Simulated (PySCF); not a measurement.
PySCF 2.14.0, BP86/def2-tzvp, df: triflate (O=S(=O)([O-])C(F)(F)F), charge -1, multiplicity 1, 8 atoms. The geometry is a generated start, not checked to be a minimum at this level.

```json
{
  "task": "energy and gradient",
  "method": "bp86",
  "basis": "def2-tzvp",
  "two_electron_scheme": "density fitting",
  "mol.max_memory": "16000 MB",
  "mf.init_guess": "minao (default)",
  "mf.DIIS": "CDIIS (default)",
  "mf.diis_space": "8 (default)",
  "mf.conv_tol": "1e-09 (default)",
  "basis functions (base settings)": "254",
  "grid points (base settings)": "118032"
}
```

Machine: one whole node, Arm Neoverse V2, 96 cores on 1 socket, no SMT, 1 L3 cache group; 94 cores' worth of CPU time may be used.

Each time is the median wall time of two to five repeats, run one at a time on the otherwise empty machine; start-up is included. Processes are pinned to neighbouring cores unless said otherwise. The build: PyPI wheel: OpenMP (GNU), a bundled serial OpenBLAS 0.3.3 under its C layer, NumPy's threaded OpenBLAS held to generic ARMv8 kernels, libcint, Libxc; another build can shift the numbers. Scratch files lie in a memory file system.

First run (32 threads, 1 BLAS thread, mf.grids.level = 3 (default), mf.small_rho_cutoff = 0 (default), mf.grids.atom_grid = not set):

```
    CPU time for setting up grids      0.22 sec, wall time      0.11 sec
    CPU time for vxc      3.94 sec, wall time      0.14 sec
    CPU time for df-vj      0.70 sec, wall time      0.06 sec
init E= -963.488061033109
    CPU time for initialize scf      5.06 sec, wall time      0.36 sec
    CPU time for vxc      3.69 sec, wall time      0.14 sec
    CPU time for df-vj      0.60 sec, wall time      0.05 sec
cycle= 1 E= -961.409206110404  delta_E= 2.08  |g|= 1.72  |ddm|= 3.02
    CPU time for cycle= 1      4.31 sec, wall time      0.20 sec
    CPU time for vxc      3.71 sec, wall time      0.14 sec
    CPU time for df-vj      0.61 sec, wall time      0.05 sec
cycle= 2 E= -958.670937217091  delta_E= 2.74  |g|= 4.24  |ddm|= 3.37
    CPU time for cycle= 2      4.37 sec, wall time      0.20 sec
    CPU time for vxc      3.78 sec, wall time      0.14 sec
    CPU time for df-vj      0.60 sec, wall time      0.05 sec
cycle= 3 E= -961.868267783155  delta_E= -3.2  |g|= 0.409  |ddm|=  2.8
    CPU time for cycle= 3      4.44 sec, wall time      0.21 sec
    CPU time for vxc      3.72 sec, wall time      0.14 sec
    CPU time for df-vj      0.60 sec, wall time      0.05 sec
cycle= 4 E= -961.895317586996  delta_E= -0.027  |g|= 0.187  |ddm|= 0.62
...
cycle= 10 E= -961.901092937743  delta_E= -1.25e-07  |g|= 0.000228  |ddm|= 0.000707
    CPU time for cycle= 10      4.37 sec, wall time      0.20 sec
    CPU time for vxc      3.73 sec, wall time      0.14 sec
    CPU time for df-vj      0.60 sec, wall time      0.05 sec
cycle= 11 E= -961.901092947212  delta_E= -9.47e-09  |g|= 3.79e-05  |ddm|= 0.000173
    CPU time for cycle= 11      4.38 sec, wall time      0.20 sec
    CPU time for vxc      3.67 sec, wall time      0.14 sec
    CPU time for df-vj      0.60 sec, wall time      0.05 sec
cycle= 12 E= -961.901092947482  delta_E= -2.7e-10  |g|= 6.04e-06  |ddm|= 3.35e-05
    CPU time for cycle= 12      4.33 sec, wall time      0.20 sec
    CPU time for vxc      3.73 sec, wall time      0.14 sec
    CPU time for df-vj      0.60 sec, wall time      0.05 sec
    CPU time for scf_cycle     62.01 sec, wall time      3.02 sec
    CPU time for SCF     62.01 sec, wall time      3.02 sec
converged SCF energy = -961.901092947468
SCF converged: True
wall of the SCF part: 3.021 s
    CPU time for vxc     13.66 sec, wall time      0.65 sec
    CPU time for df vj      3.01 sec, wall time      0.12 sec
    CPU time for gradients of 2e part     16.67 sec, wall time      0.78 sec
    CPU time for SCF gradients     17.20 sec, wall time      0.83 sec
wall after the SCF: 0.841 s
```

Second run:

```
    CPU time for setting up grids      0.38 sec, wall time      0.22 sec
    CPU time for vxc      6.76 sec, wall time      0.32 sec
    CPU time for df-vj      0.71 sec, wall time      0.06 sec
init E= -963.488063276542
    CPU time for initialize scf      8.07 sec, wall time      0.65 sec
    CPU time for vxc      6.38 sec, wall time      0.30 sec
    CPU time for df-vj      0.61 sec, wall time      0.05 sec
cycle= 1 E= -961.409199020713  delta_E= 2.08  |g|= 1.72  |ddm|= 3.02
    CPU time for cycle= 1      7.00 sec, wall time      0.37 sec
    CPU time for vxc      6.35 sec, wall time      0.30 sec
    CPU time for df-vj      0.60 sec, wall time      0.05 sec
cycle= 2 E= -958.670912635639  delta_E= 2.74  |g|= 4.24  |ddm|= 3.37
    CPU time for cycle= 2      7.01 sec, wall time      0.37 sec
    CPU time for vxc      6.39 sec, wall time      0.31 sec
    CPU time for df-vj      0.60 sec, wall time      0.05 sec
cycle= 3 E= -961.868267246694  delta_E= -3.2  |g|= 0.409  |ddm|=  2.8
    CPU time for cycle= 3      7.05 sec, wall time      0.37 sec
    CPU time for vxc      6.35 sec, wall time      0.31 sec
    CPU time for df-vj      0.60 sec, wall time      0.05 sec
cycle= 4 E= -961.895317723454  delta_E= -0.0271  |g|= 0.187  |ddm|= 0.62
...
cycle= 10 E= -961.901092966183  delta_E= -1.35e-07  |g|= 0.000228  |ddm|= 0.000707
    CPU time for cycle= 10      7.06 sec, wall time      0.37 sec
    CPU time for vxc      6.38 sec, wall time      0.31 sec
    CPU time for df-vj      0.60 sec, wall time      0.05 sec
cycle= 11 E= -961.901092966288  delta_E= -1.06e-10  |g|= 3.79e-05  |ddm|= 0.000173
    CPU time for cycle= 11      7.04 sec, wall time      0.37 sec
    CPU time for vxc      6.37 sec, wall time      0.31 sec
    CPU time for df-vj      0.60 sec, wall time      0.05 sec
cycle= 12 E= -961.901092966559  delta_E= -2.71e-10  |g|= 6.04e-06  |ddm|= 3.35e-05
    CPU time for cycle= 12      7.03 sec, wall time      0.37 sec
    CPU time for vxc      6.38 sec, wall time      0.31 sec
    CPU time for df-vj      0.60 sec, wall time      0.05 sec
    CPU time for scf_cycle     99.46 sec, wall time      5.47 sec
    CPU time for SCF     99.46 sec, wall time      5.47 sec
converged SCF energy = -961.901092966547
SCF converged: True
wall of the SCF part: 5.476 s
    CPU time for vxc     25.35 sec, wall time      1.20 sec
    CPU time for df vj      3.03 sec, wall time      0.12 sec
    CPU time for gradients of 2e part     28.38 sec, wall time      1.33 sec
    CPU time for SCF gradients     29.02 sec, wall time      1.38 sec
wall after the SCF: 1.392 s
```

Q: Which of these changes turns the first timing block into the second?
(A) mf.grids.level = 4
(B) mf.grids.atom_grid = 50×194
(C) mf.small_rho_cutoff = 1e-05
(D) mf.grids.level = 7

A: A, mf.grids.level = 4. The grid goes from 118032 to 228592 points and the exchange-correlation step from 2 to 4.3 s. The other changes gave 3.9 s (mf.small_rho_cutoff = 1e-05), 19 s (mf.grids.level = 7), 2.9 s (mf.grids.atom_grid = 50×194), against 7.3 s here and 4.3 s at first.
